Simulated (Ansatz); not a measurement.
The starting structures come from a database of crystals and need not be the phases stable at ambient conditions.

 Where the default PAW files enter, the runs use the earlier of Ansatz's two default sets.

Here is the system:

```
Ba2SrWO6
1.0
    6.12946     0.00000     0.00000
    2.97582     5.35861     0.00000
   -2.97582    -1.75132     5.06435
Ba Sr W O
2 1 1 6
Direct
  0.25318   0.25318   0.74682
  0.74682   0.74682   0.25318
  0.00000   0.00000   0.00000
  0.50000   0.50000   0.50000
  0.71410   0.33928   0.78226
  0.28590   0.66072   0.21774
  0.21774   0.71410   0.66072
  0.78226   0.28590   0.33928
  0.33928   0.21774   0.28590
  0.66072   0.78226   0.71410
```

Space group of this cell: R-3. The cell is taken as given; by PBEsol its mean pressure is -8.2 GPa.

Transport runs along the normal of the first two printed cell vectors, the (101) plane of the conventional cell.

The gap is the functional's own, uncorrected, and κ follows it; spin-orbit coupling is left out. Mid-gap values are interpolated between the computed energies.

Problem. Predict the band gap and the smallest decay constant κ at mid-gap from PBEsol in Ansatz (a program for electronic structure).

Solution. Gap 2.83 eV on a 6×6×6 mesh; κ = 0.372 1/Å, at the zone centre.
